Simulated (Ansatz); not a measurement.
We consider AsP (model structure, started from the WC type, P-6m2, No. 187, 2 atoms in the cell), described by LDA (Ansatz, a first-principles code, PAW).

Run with plane-wave cutoff 520 eV, 18×18×16 k mesh (along the axes of the cell as run), Fermi–Dirac smearing 0.05 eV, scalar-relativistic PAW data made under PBE.

Cell (relaxed at this level):

```cif
data_AsP
_chemical_formula_sum 'As1 P1'
_space_group_name_H-M_alt 'P-6m2'
_space_group_IT_number 187
_space_group_name_Hall 'P -6 2'
_cell_length_a 3.42575
_cell_length_b 3.42575
_cell_length_c 3.36522
_cell_angle_alpha 90.000
_cell_angle_beta 90.000
_cell_angle_gamma 120.000
loop_
_atom_site_label
_atom_site_type_symbol
_atom_site_symmetry_multiplicity
_atom_site_Wyckoff_symbol
_atom_site_fract_x
_atom_site_fract_y
_atom_site_fract_z
_atom_site_occupancy
As1 As 1 a 0.00000 0.00000 0.00000 1
P1 P 1 f 0.66667 0.33333 0.50000 1
```

Question: What does this level give for the bulk modulus?

Answer: 
- bulk modulus: 92.0 GPa

The run finds no gap.

Note: the bulk modulus is −V dP/dV from two relaxed cells at ±2 % in volume; the relaxation could raise the start's symmetry but not lower it, so the cell can be a saddle point.

Computed values are for the static lattice.

The result took very roughly 90 core-seconds.

A model structure was made by putting elements into a prototype or built by hand; it is no filed structure, need not be a known phase, and can be a saddle point held by its symmetry.
